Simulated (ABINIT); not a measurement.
ABINIT 10.0.3, DFT, PBE, plane waves, JTH v2.0 PBE PAW: a series of growing systems, each on 16 ranks. The k mesh and basis are held over the series and aren't claimed converged, least of all for the small cells.

```
Quantity                                              Value
----------------------------------------  -----------------
task                                                    scf
ecut                                                  15 Ha
pawecutdg                                             30 Ha
k mesh (ngkpt)                                        1×1×1
shiftk                                                0×0×0
nstep                                                   100
tolvrs                                                1e-09
occopt                                                    1
diemac                                                   12
prtwf                                                     0
prtden                                                    0
paral_kgb                                                 1
ranks over k-points and spins (np_spkpt)                  1
ranks over bands (npband)                                16
ranks over FFT planes (npfft)                             1
wfoptalg                                                114
nline                                           4 (default)
iscf                                           17 (default)
npulayit                                        7 (default)
diemix                                        0.7 (default)
dielng                                    1.07748 (default)
kptopt                                          1 (default)
```

Hardware: AMD EPYC (Zen 5), 96 cores on 1 socket, no SMT, 12 L3 cache groups; 94 cores' worth of CPU time may be used.

Each time is the median wall time of two to five repeats, run one at a time on the otherwise empty machine; start-up is included. Processes are pinned to neighbouring cores unless said otherwise. The build: conda-forge: MPICH, OpenBLAS, FFTW3, no OpenMP, no ScaLAPACK; another build can shift the numbers. Scratch files lie in a memory file system.

Measured:

| system | nband | bandpp | bands | SCF iterations | wall time | peak memory |
|---|---|---|---|---|---|---|
| 3C-SiC, atoms displaced (Si4C4), 8 atoms | 32 | 2 | 32 | 11 | 1.7 s | 0.89 GiB |
| 3C-SiC, atoms displaced (Si8C8), 16 atoms | 64 | 4 | 64 | 11 | 3.0 s | 1.4 GiB |

Still to run:

```tsv
system	nband	bandpp	bands
3C-SiC, atoms displaced (Si16C16), 32 atoms	96	6	96
3C-SiC, atoms displaced (Si32C32), 64 atoms	160	10	160
3C-SiC, atoms displaced (Si48C48), 96 atoms	224	14	224
```

Q: How long do the larger ones take, and how steeply does the time grow?

A: The two largest measured give a power of ln(3.0/1.7) / ln(16/8) = 0.82 in the count of atoms; the table sets what it predicts beside the runs.

```tsv
system	time by that power	SCF iterations	wall time	peak memory
3C-SiC, atoms displaced (Si16C16), 32 atoms	5.3 s	10	5.6 s	2.3 GiB
3C-SiC, atoms displaced (Si32C32), 64 atoms	9.3 s	11	16 s	4.3 GiB
3C-SiC, atoms displaced (Si48C48), 96 atoms	13 s	11	33 s	6.1 GiB
```

From the smallest system to the largest the time grows as the power 1.2 of the count of atoms; from step to step the powers are 0.8, 0.9, 1.5, 1.8.
